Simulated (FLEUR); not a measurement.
Input and output of a self-consistent single point for Sr2H3I (P-3m1, 6 atoms in the cell) (FLEUR).

Computed with FLEUR with PBEsol, all-electron FLAPW (FLEUR), scalar-relativistic valence.

The change in words: lattice scaled by 0.98. Reference geometry:
```xyz
6
Lattice="4.2427 0.0000 0.0000 -2.1214 3.6743 0.0000 0.0000 0.0000 7.6828" Properties=species:S:1:pos:R:3 pbc="T T T"
Sr     2.1214     1.2248     5.2140
Sr     0.0000     2.4495     2.4688
H      0.0000     0.0000     3.8414
H      2.1214     1.2248     2.7447
H      0.0000     2.4495     4.9381
I      0.0000     0.0000     0.0000
```

Reference input (self-consistent single point, DFT, PBEsol, all-electron FLAPW (FLEUR), scalar-relativistic valence): Kmax = 4.6 1/bohr; GmaxXC = 13.8 1/bohr; xcFunctional = PBEs; jspins = 1; l_soc = F; mode = hist; fermiSmearingEnergy = 0.00073499 Htr; mesh (inpgen div1-3) = 6 6 3; inpgen gamma flag = true; Gmax = 13.8 1/bohr; numbands = 0; maxIterBroyd = 25. This run's input differs from it in these lines:

```diff
@@ -3,5 +3,5 @@
 &input film=f /
-4.2427300223 -0.0000000052 0.0000000000
--2.1213650067 3.6743119833 0.0000000000
-0.0000000000 0.0000000000 7.6827500000
+4.1578753604 0.0000001664 0.0000000000
+-2.0789378243 3.6008256047 0.0000000000
+0.0000000000 0.0000000000 7.5290950000
 1.8897261246
@@ -48,5 +48,5 @@
          <bravaisMatrix>
-            <row-1>    8.0175977627650497    -0.0000000098265758     0.0000000000000000</row-1>
-            <row-2>   -4.0087988729732436     6.9434433447728487     0.0000000000000000</row-2>
-            <row-3>    0.0000000000000000     0.0000000000000000    14.5182933837706507</row-3>
+            <row-1>    7.8572456913785205     0.0000003144504271     0.0000000000000000</row-1>
+            <row-2>   -3.9286231179987947     6.8045742153301818     0.0000000000000000</row-2>
+            <row-3>    0.0000000000000000     0.0000000000000000    14.2279275160952352</row-3>
          </bravaisMatrix>
```

The program printed (abridged):

```
 Iteration:     1   Distance:       7.66620139 me/bohr^3
 Iteration:     2   Distance:       7.05002844 me/bohr^3
 Iteration:     3   Distance:       1.99702818 me/bohr^3
 Iteration:     4   Distance:       1.60760495 me/bohr^3
 Iteration:     5   Distance:       0.59720732 me/bohr^3
   [... 7 lines left out ...]
 Iteration:    13   Distance:       0.00035970 me/bohr^3
 Iteration:    14   Distance:       0.00031821 me/bohr^3
 Iteration:    15   Distance:       0.00006141 me/bohr^3
 Iteration:    16   Distance:       0.00000829 me/bohr^3
 Reset of history
 Run finished successfully
 Stop message:
   Structural relaxation: new displacements generated

[file out, last iteration]
             iter=     17
[...]
          total density-effective poten   -2.2163251816E+04
          total charge density-energy d   -3.8641094444E+02
 Updated energy parameters for spin:           1
[...]
 fermi energy and band-weighting factors:

[...]
FERMIE:
          first approx. to ef    (T=0)  :   0.240554 htr   (energy of the highest occ. eigenvalue)
          number of occ. states  (T=0)  :        340
          first approx. to seigv (T=0)  : -22.322536 htr
          sum of weights of occ. states :  20.000000
          sum of semicore charge        :   0.000000 e
FERHIS:  Fermi-Energy by histogram:
          bandgap                     :   0.074213 htr
   [... lines left out ...]
          charge neutrality (T=0)     :   0.000000    (zero if the highest occ. eigenvalue is "entirely" occupied)
 Direct bandgap for spin            1 :    9.5416562939754229E-002  Htr
 ---->    free energy=                    -13473.9082637924 htr
   [... lines left out ...]
 TOTAL FORCE FOR ATOM TYPE=  2  X=  0.000   Y=  0.000   Z=  7.114
                       FX_TOT= 0.000000 FY_TOT= 0.000000 FZ_TOT= 0.000000
 TOTAL FORCE FOR ATOM TYPE=  3  X= -3.929   Y=  2.268   Z=  5.083
                       FX_TOT= 0.000000 FY_TOT= 0.000000 FZ_TOT=-0.000420
 TOTAL FORCE FOR ATOM TYPE=  4  X=  0.000   Y=  0.000   Z=  0.000
                       FX_TOT= 0.000000 FY_TOT= 0.000000 FZ_TOT= 0.000000
```

The run converged in 16 iterations. FLEUR gives forces in its relaxation mode, with a further iteration, so its stop message speaks of a relaxation. Against the reference run the free energy drops by 5.4 meV/atom and the gap on the mesh hardly changes (2.021 to 2.019 eV).

The starting cell comes from a database of computed structures (which also holds hypothetical and non-ambient phases and stackings), without a prior relaxation at this level. For this run, on top of that: lattice scaled by 0.98. Spin-orbit coupling is off. Values depend on the basis (sphere radii, cutoffs, local orbitals), which need not be converged.

Cost on one core of a shared machine: roughly 4 min.
